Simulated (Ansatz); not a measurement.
## A constructed model of the (100) surface of fcc Al, a layer of Ga in place of the second plane (bottom of the slab: a bare face, its two planes held)

These are PBE (plane waves to 420 eV, PAW; Ansatz, an electronic-structure program) values and carry that method's errors.

Slab: 6 atoms, 10.1 Å thick at the start (thin: gaps and levels are the slab's own); k 13x13x1, smearing 0.1 eV, dipole-corrected; 2 atoms held, the rest relaxed; symmetry of the start imposed; no spin, no spin-orbit, no U. It is one candidate, not shown to be the stable structure of the face.

```yaml
work_function_of_the_top_face: 4.13 eV
energy_released_by_relaxation: 0.020 eV
cost: around 80 core-seconds (rough)
```
